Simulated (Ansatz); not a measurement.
We consider cubic perovskite KMgF3, described by r²SCAN in Ansatz (plane waves, PAW).

Run with plane-wave cutoff 600 eV, 6×6×6 k mesh, scalar-relativistic PAW data made under PBE.

Computed at the level's own relaxed cell.

```xyz
5
Lattice="3.9805 0.0000 0.0000 0.0000 3.9805 0.0000 0.0000 0.0000 3.9805" Properties=species:S:1:pos:R:3 pbc="T T T"
K      0.0000     0.0000     0.0000
Mg     1.9903     1.9903     1.9903
F      1.9903     0.0000     1.9903
F      0.0000     1.9903     1.9903
F      1.9903     1.9903     0.0000
```

**Question.** Give the elastic tensor (Voigt notation, GPa, ions relaxed, in the Cartesian axes of the cell as printed).

**Answer.** 
```
  149.1    42.6    42.6     0.0     0.0     0.0
   42.6   149.1    42.6     0.0     0.0     0.0
   42.6    42.6   149.1     0.0     0.0     0.0
    0.0     0.0     0.0    50.3     0.0     0.0
    0.0     0.0     0.0     0.0    50.3     0.0
    0.0     0.0     0.0     0.0     0.0    50.3
```

Measured, for comparison: elastic constant C11 138 ± 0.2 GPa (temperature not stated, not corrected to a static lattice, our sources range from 132 to 138; as tabulated in Vaitheeswaran et al. (2007), arXiv:cond-mat/0703621); elastic constant C12 43.6 ± 0.2 GPa (temperature not stated, not corrected to a static lattice, our sources range from 39.6 to 43.6; as tabulated in Vaitheeswaran et al. (2007), arXiv:cond-mat/0703621); elastic constant C44 49.8 ± 0.08 GPa (temperature not stated, not corrected to a static lattice, our sources range from 48.5 to 49.8; as tabulated in Vaitheeswaran et al. (2007), arXiv:cond-mat/0703621). Computed (rounded) less measured: elastic constant C11 +8 % (+8 % to +13 % over the range), elastic constant C12 -2 % (inside the range of the sources held), elastic constant C44 +1 % (+1 % to +4 % over the range). A static lattice is as a rule a little smaller and stiffer than an uncorrected measurement, which can account for part of this.

Static lattice: no zero-point or thermal effects.

Ansatz is a quantum-chemistry and plane-wave program.
